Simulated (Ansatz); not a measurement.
Base system: GaN in the wurtzite structure (space group P6_3mc, No. 186).

```
CELL_PARAMETERS angstrom
      3.15179     0.00000     0.00000
     -1.57589     2.72953     0.00000
      0.00000     0.00000     5.13834
ATOMIC_POSITIONS crystal
  Ga 0.33333 0.66667 0.00030
  Ga 0.66667 0.33333 0.50030
  N  0.33333 0.66667 0.37670
  N  0.66667 0.33333 0.87670
```

Cartesian axes are those of the cell as printed.

Calculations: LDA/PAW in Ansatz (a first-principles code), without spin-orbit coupling.

The change: uniaxial strain ε_zz = +1.80 %, all other strain components held at zero, atoms relaxed at fixed cell.

Question: Predict the stress tensor and what it implies for the stiffness.

Answer: Stress of the strained cell less that of the base (GPa, compression positive):
```
  -1.65    0.00    0.00
   0.00   -1.65    0.00
   0.00    0.00   -7.15
```

Then −Δσ_ii/ε with ε = 0.0180 gives secant stiffness values (nonlinear terms included at this strain): C33 ≈ 397 GPa, C13 ≈ 92 GPa and C23 ≈ 92 GPa.

As a check, the harmonic strain energy −½ V₀ Δσ:ε is 4.4 meV/atom; the computed energy rise is 4.5 meV/atom.

No phonon test of stability was made.
